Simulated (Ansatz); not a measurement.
Consider the following.

End structure of a constructed model of the (0001) surface of hcp Ti, a pseudomorphic layer of Zn in the other hollow (bottom of the slab: a bare face, its two planes held):

```
CELL_PARAMETERS angstrom
      2.93864     0.00000     0.00000
     -1.46932     2.54493     0.00000
      0.00000     0.00000    30.50000
ATOMIC_POSITIONS crystal
  Ti 0.66667 0.33333 0.27000
  Ti 0.33333 0.66667 0.34626
  Ti 0.66667 0.33333 0.42356
  Ti 0.33333 0.66667 0.49934
  Ti 0.66667 0.33333 0.57677
  Ti 0.33333 0.66667 0.65057
  Zn 0.00000 0.00000 0.72448
```

Set-up: 7 atoms, 14.0 Å thick at the start; mesh 15x15x1; 0.1 eV smearing; dipole correction on; 2 atoms held, the rest relaxed; start symmetry kept, larger cells not searched; no spin, no spin-orbit, no U. In PBE it is, or lies within 0.01 eV a 1x1 cell of, the lowest of the 2 structures of its composition computed so far; larger cells were not tried.

Give the work function of the top face at the level PBE in Ansatz (a program for electronic structure).

4.42 eV
